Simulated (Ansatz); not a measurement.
Cl on the 1x1 (0001) surface of hcp Y, one in a 1x1 cell, energies for each (11.6 Å²). Energies are against ½ Cl2(g), without zero-point or thermal terms; each row is named by its start. No converged result for: 1 more start.

Computed with PBE (plane waves to 420 eV, PAW; Ansatz, a quantum-chemistry and plane-wave program).

Set-up: 5 atoms, 8.4 Å thick at the start under the adsorbate (thin: gaps and levels are the slab's own); mesh 10x10x1; 0.1 eV smearing; dipole correction on; 2 atoms held, the rest relaxed; each run with such symmetry as its start has; no spin, no spin-orbit, no U, no dispersion correction.

A negative adsorption energy means that the adsorbate is more stable on the surface than in its reference. Starts that drift may end in the same place. Heights count from the host atoms within 0.3 Å of the top one.

```
starting site                       E_ads (eV)  height (Å)  nearest host atom (Å)  bonded to  Δ work function (eV)  lateral drift (Å)
----------------------------------  ----------  ----------  ---------------------  ---------  --------------------  -----------------
hollow Y-Y-Y                             -3.74        1.78                 Y 2.76        3 Y                  1.26                0.0
hollow Y-Y-Y over Y at depth 2.8 Å       -3.70        1.79                 Y 2.77        3 Y                  1.25                0.0
bridge Y-Y (span 3.7 Å)                  -3.74        1.78                 Y 2.76        3 Y                  1.26                1.1
```
